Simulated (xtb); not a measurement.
xtb 6.7.1, GFN2-xTB: Cu(F)(SH)(dme) (C[O]1CC[O](C)->[Cu]<-1([F])[SH]), charge 0, multiplicity 2, 20 atoms. The geometry is a generated start, not checked to be a minimum at this level.

- method: GFN2-xTB
- --acc: 1 (default)
- --etemp (K): 300 (default)
- detailed input (--input): none: ANC optimiser, Lindh (1995) Hessian, microcycle=20, maxdispl=1.0, hlow=0.01 (default)
- basis functions: 59
- valence electrons: 63

```xyz
20

Cu     0.9085    -0.9170     0.9294
F      2.0397     0.3299     0.4288
S      0.8377    -2.8982     1.7671
H      1.1971    -2.5929     3.0054
C      0.8991    -1.1015    -2.1460
O     -0.0669    -0.9291    -1.1220
C     -0.6959     0.3384    -1.1482
C     -1.5365     0.4392     0.1250
O     -0.7440     0.4577     1.2990
C     -0.2599     1.7445     1.6604
H      1.2611    -2.1223    -2.0524
H      1.7309    -0.4049    -2.0186
H      0.4409    -0.9573    -3.1282
H     -1.3432     0.4199    -2.0343
H      0.0601     1.1363    -1.1779
H     -2.1532    -0.4617     0.2023
H     -2.1776     1.3265     0.0899
H      0.4691     2.1246     0.9453
H      0.2262     1.6236     2.6248
H     -1.0930     2.4445     1.7503
```

Charge 0 and multiplicity 2 are set for this test and not shown to be the ground state. GFN-xTB has no spin term: --uhf 1 sets the occupations alone.

The structure is relaxed from this start with --opt LEVEL for the levels crude, sloppy, loose, lax, normal, tight, vtight, extreme, once each. Up to the end of the extreme run atoms move by at most 0.84 Å along an axis.

Q: Choose the cheapest level whose final energy lies within 5 meV of that of extreme.

A: tight: 48 cycles against 53, ending 0.016 meV above.

| level | cycles | energy above the extreme run (meV) | gradient norm (eV/Å) |
|---|---|---|---|
| crude | 1 | 18 | 0.20 |
| sloppy | 1 | 18 | 0.20 |
| loose | 1 | 18 | 0.20 |
| lax | 4 | 16 | 0.081 |
| normal | 8 | 15 | 0.029 |
| tight | 48 | 0.016 | 0.0087 |
| vtight | 51 | under 0.01 | 0.0040 |
| extreme | 53 | — | 0.0026 |
